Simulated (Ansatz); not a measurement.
Worked example: self-consistent single point of Sb2Pt (Pa-3, 12 atoms in the cell) in Ansatz (a first-principles code).

Computed with PBE, PAW files (plane waves; Ansatz).

```
CELL_PARAMETERS angstrom
      6.56477     0.00000     0.00000
      0.00000     6.56477     0.00000
      0.00000     0.00000     6.56477
ATOMIC_POSITIONS crystal
  Sb 0.37525 0.12475 0.87525
  Sb 0.62475 0.87525 0.12475
  Sb 0.12475 0.87525 0.37525
  Sb 0.87525 0.12475 0.62475
  Sb 0.87525 0.37525 0.12475
  Sb 0.12475 0.62475 0.87525
  Sb 0.62475 0.62475 0.62475
  Sb 0.37525 0.37525 0.37525
  Pt 0.00000 0.50000 0.50000
  Pt 0.50000 0.50000 0.00000
  Pt 0.50000 0.00000 0.50000
  Pt 0.00000 0.00000 0.00000
```

Reference input (self-consistent single point, DFT, PBE, plane waves, PAW files): basis.ecutwfc = 420 eV; kpoints.mp_grid.grid = 5 5 5; hamiltonian.xc = pbe; hamiltonian.pseudopotentials = {kind: paw} (the program's default PAW files); scf.occupations.method = cold; scf.occupations.width = 0.136 eV. This run's input differs from it in these lines:

Ansatz 0.2 input:
```diff
@@ -20,3 +20,3 @@
 basis:
-  ecutwfc: 420.0
+  ecutwfc: 250.0
 kpoints:
```

Log, with long lists cut:

```
SCF iter   1: F=—  HF=-101977.955904 eV  |F-HF|=—  |Δ(HF+E_count)|=         —  Δρ=9.24e-2  dr2=3.32e1  ethr=3.10e-3  ⟨swp⟩=6.0  Hψ=4616  notcnv=0  defer=11
all-band conjugate gradients solve this SCF's bands
preconditioner: auto → Resta (q_TF=auto, 2.558 Å⁻¹)
SCF iter   2: F=—  HF=-101972.795086 eV  |F-HF|=—  |Δ(HF+E_count)|=    4.92e0  S|Δr|=   4.26e-1  Δρ=4.22e-2  dr2=7.33e0  ethr=3.10e-3  ⟨swp⟩=2.0  Hψ=2569  notcnv=0  defer=131
   [... lines left out ...]
SCF iter   6: F=—  HF=-101971.829014 eV  |F-HF|=—  |Δ(HF+E_count)|=   2.41e-4  S|Δr|=    0.00e0  Δρ=4.16e-5  dr2=7.06e-6  ethr=5.15e-8  ⟨swp⟩=2.0  Hψ=1595  notcnv=0  defer=122
SCF iter   7: F=—  HF=-101971.829015 eV  |F-HF|=—  |Δ(HF+E_count)|=   1.56e-6  S|Δr|=    0.00e0  Δρ=1.27e-5  dr2=6.49e-7  ethr=3.68e-9  ⟨swp⟩=2.0  Hψ=2028  notcnv=0  defer=122
SCF iter   8: F=-101971.829015 eV  HF=-101971.829015 eV  |F-HF|=1.70e-9  |Δ(HF+E_count)|=   7.69e-8  S|Δr|=    0.00e0  Δρ=2.94e-6  dr2=3.00e-8  ethr=5.21e-11  ⟨swp⟩=10.6  Hψ=5739  notcnv=0
SCF 1 converged in 8 iterations: F = -101971.829015 eV  dr2 = 3.00e-8
Stability not checked (fill_not_monotonic)
Free energy (F): -101971.829015 eV
Internal energy: -101971.829902 eV  (E = F + TS)
E sigma→0 (E₀):  -101971.829311 eV
Entropy (-TS):   0.000886 eV (0.074 meV/atom)
Fermi energy:    13.722960 eV
--- Forces (eV/Å), atoms counted from 1 ---
  atom   1  Sb    -0.03304504     0.03304504    -0.03304504
  atom   2  Sb     0.03304504    -0.03304504     0.03304504
  atom   3  Sb     0.03304504    -0.03304504    -0.03304504
  atom   4  Sb    -0.03304504     0.03304504     0.03304504
   [... lines left out ...]
  atom  12  Pt     0.00000000    -0.00000000     0.00000000
--- Stress (GPa, compression-positive) ---
        0.762323      -0.000000       0.000000
       -0.000000       0.762323       0.000000
        0.000000       0.000000       0.762323
  P = ⅓ Tr σ = 0.7623 GPa (7.623 kbar)
  The stress holds the Pulay correction. Without it, at fixed plane waves, as pw.x and ABINIT print it: P = -37.9501 GPa
```

The run converged in 8 iterations. Against the reference run the free energy goes up by 765 meV/atom, the pressure goes from -0.57 to 0.76 GPa and the largest force goes from 0.071 to 0.057 eV/Å.

The starting cell comes from a database of computed structures (which also holds hypothetical and non-ambient phases and stackings), without a prior relaxation at this level. Its lattice was rescaled by a random factor within 2.5 % of one. Spin polarisation is off. Ansatz's pressure includes its estimate of the finite-basis (Pulay) stress. Without the estimate this run gives -37.95 GPa. The cutoff lies below the one recommended for these files.
